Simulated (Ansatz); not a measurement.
The starting structures come from a database of crystals and need not be the phases stable at ambient conditions.

 Where the default PAW files enter, the runs use the earlier of Ansatz's two default sets.

Inside the gap of an insulator the Bloch states are evanescent, with a wavenumber k + iκ along the transport direction.

Data:

```xyz
18
Lattice="5.7367 0.0000 0.0000 2.8684 5.6104 0.0000 0.0000 2.8669 6.8592" Properties=species:S:1:pos:R:3 pbc="T T T"
Na     0.0000     1.4334     3.4296
Cr     2.8684     3.2152     4.6938
Cr     5.7367     5.2621     2.1655
In     0.0000     0.0000     0.0000
H      5.7367     5.3409     5.4709
H      2.8684     3.1363     1.3883
H      5.7367     2.8275     0.2414
H      2.8684     5.6497     6.6178
O      5.7367     4.9913     6.4038
O      2.8684     3.4859     0.4555
O      2.8684     4.8193     5.0258
O      5.7367     3.6579     1.8335
O      2.8684     2.9827     3.0798
O      5.7367     5.4946     3.7794
O      1.4640     2.4817     5.3283
O      7.1411     5.9955     1.5310
O      4.3324     5.9955     1.5310
O      4.2727     2.4817     5.3283
```

Space group of this cell: C2/m. The cell is taken as given; by PBEsol its mean pressure is -5.2 GPa.

Transport runs along the normal of the first two printed cell vectors.

The gap is the functional's own, uncorrected, and κ follows it; spin-orbit coupling is left out. Mid-gap values are interpolated between the computed energies.

Predict the band gap and the smallest decay constant κ at mid-gap from Ansatz (a first-principles code) with PBEsol.

Gap 2.50 eV on a 6×6×6 mesh; κ = 0.473 1/Å, at (0.000, 0.167) of the in-plane reciprocal vectors. At the zone centre, at the nearest computed energy, the slowest state has κ = 0.49 1/Å.
